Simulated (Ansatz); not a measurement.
**Effect of uniaxial strain ε_zz = +3.00 % on MoTe2**

Start from MoTe$_{2}$ (space group P6_3/mmc, No. 194; a = 3.497 Å, c = 13.696 Å; layered, stacked along the Cartesian z axis). Axes: x lies along a and z along c of the hexagonal cell.

Now apply this change: uniaxial strain ε_zz = +3.00 %, all other strain components held at zero, atoms relaxed at fixed cell.

All numbers come from PBE-D3(BJ) (Ansatz, a first-principles code), no spin-orbit coupling. Settings: 11×11×3 k-points, 0.05 eV Fermi–Dirac smearing.

The volume per atom rises by 0.725 Å³, from 24.17 Å³ to 24.89 Å³ and the shortest interatomic distance rises by 0.004 Å, from 2.716 Å to 2.720 Å. The energy rises by 3.8 meV/atom and the pressure (mean of the normal stresses, compression positive) goes from zero to -7.2 kbar. The band gap increases by 0.13 eV (0.60 eV → 0.73 eV) and the gap character goes from indirect, Γ → K–Γ (44 % along) to indirect, K → K–Γ (44 % along). The smallest direct gap goes up by 0.07 eV (1.03 eV → 1.10 eV) and the width of the top valence band drops by 0.09 eV, from 1.03 eV to 0.94 eV. The largest internal atomic displacement is 0.048 Å and the stress (xx, yy, zz, yz, xz, xy; compression positive) amounts to (-0.33, -0.33, -1.51, 0.00, 0.00, 0.00) GPa.

Spin-orbit coupling, missing from the scalar runs, can matter with Te. Whether these cells are dynamically stable was not tested. The program warned that a D3 coordination switch lies within reach, so dispersion energies are less smooth here.
